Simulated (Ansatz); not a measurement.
Base system: PbO (space group P4/nmm, No. 129; a = 4.034 Å, c = 4.994 Å; layered, stacked along the Cartesian z axis). Axes: x, y, z lie along a, b, c of the conventional cell.

The values are results of PBE-D3(BJ) (Ansatz, a program for electronic structure, PAW, no SOC), not measurements.

Base values:

```
Item                              Value
-----------------------------  --------
Shortest interatomic distance   2.341 Å
Pressure                       0.01 GPa
```

Modification: biaxial strain −0.60 %, plane normal [001], relaxed out of plane (Cartesian); in-plane vectors clamped, the third vector and the atoms free.

What happens to the shortest interatomic distance, pressure and out-of-plane strain?

The shortest interatomic distance drops by 0.006 Å, from 2.341 Å to 2.335 Å; the pressure (mean of the normal stresses, compression positive) rises by 0.44 GPa, from 0.01 GPa to 0.45 GPa; the out-of-plane strain amounts to +0.84 %.

Stability against distortions was not tested. The D3 term's C6 switches between coordination references near this geometry, which can add small steps to energies.
